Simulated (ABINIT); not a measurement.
**Pressure against volume in bcc Ta (space group 229) (ABINIT, PBE)**

```xyz
1
Lattice="-1.6207 1.6207 1.6207 1.6207 -1.6207 1.6207 1.6207 1.6207 -1.6207" Properties=species:S:1:pos:R:3 pbc="T T T"
Ta     0.0000     0.0000     0.0000
```

Level of theory: PBE, norm-conserving pseudopotentials (PseudoDojo nc-sr-05 PBE standard) (plane waves; ABINIT). Settings: pseudos = [Ta.upf]; ecut = 38 Ha; occopt = 3; tsmear = 0.05 eV; ngkpt = 25 25 25; nshiftk = 1; shiftk = 0 0 0; potentials = PseudoDojo nc-sr-05 PBE standard; nband = 12; kptopt = 1; nstep = 80; tolvrs = 1e-10. The cell above is the first row's. The rows scale it uniformly. In all rows the k mesh is held.

```csv
V (Å^3/atom),P (GPa)
17.027,15.71
17.397,10.56
17.767,5.89
18.137,1.65
18.508,-2.23
18.878,-5.77
19.248,-9.01
19.618,-11.96
19.988,?
```

Taking a cubic for P over the 8 complete rows: With u = V - 18.3, the rows have u = -1.2730, -0.9030, -0.5330, -0.1630, 0.2080, 0.5780, 0.9480, 1.3180. Least squares gives P = -0.108 - 10.5165·u + 1.3273·u² - 0.1327·u³. Residuals (row less fit): 0.006, -0.008, -0.004, 0.008, 0.009, -0.001, -0.012, 0.007; standard error 0.011 (degrees of freedom: 4). The fitted pressure is zero at V0 = 18.29, where dP/dV = -10.54, so B0 = -V0·dP/dV = 193 GPa.

Problem. What does the fit predict for P at V = 19.988, and how far is the calculated value from it?

Solution. u = 1.6880, so P = -0.108 - 10.5165 × 1.6880 + 1.3273 × 1.6880² - 0.1327 × 1.6880³ = -14.716 GPa. The calculation gives -14.63 GPa, 0.086 GPa above the prediction (0.3 % of the range of P in the table). The row lies outside the fitted rows, so this is an extrapolation. From the scatter of the fitted rows alone, a prediction at this place has a standard error of 0.029 GPa, so the miss is 3.0 times that.

Carrying the step between the two nearest rows on in a straight line would have given -14.91, off by 0.28; series whose last step already gives the withheld value aren't shown. The scan was laid around a cell of about the measured size, scaled by a guess for this functional. Spin polarisation is off. Spin-orbit coupling is off. Cutoffs and mesh are single choices, not tested for convergence of this quantity. Series with a scatter that would blur these digits, or in which a gap closes, are not shown.
